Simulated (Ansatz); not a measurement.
The starting structures come from a database of crystals and need not be the phases stable at ambient conditions.

 Where the default PAW files enter, the runs use the earlier of Ansatz's two default sets.

By PBEsol, the system below comes out a metal.

Given:

```yaml
crystal:
  lattice:
    - [3.38244, 0.00000, 0.00000]
    - [0.00000, 4.21574, 0.00000]
    - [1.69122, -2.10787, 1.89602]
  atoms:
    - { symbol: Sn, position: [0.00000, 0.00000, 0.00000] }
```

Space group of this cell: Immm. The cell is strained (lengths along the current scaled by 0.97, ions clamped); by PBEsol its mean pressure is -1.3 GPa.

The current flows along the normal of the first two printed cell vectors. No spin-orbit coupling; the value is a mean over 0.1 eV about the Fermi level.

Task: Predict the ballistic conductance per area from PBEsol in Ansatz (a first-principles code).

Result: 1.2 × 10¹⁵ S/m² for both spins.
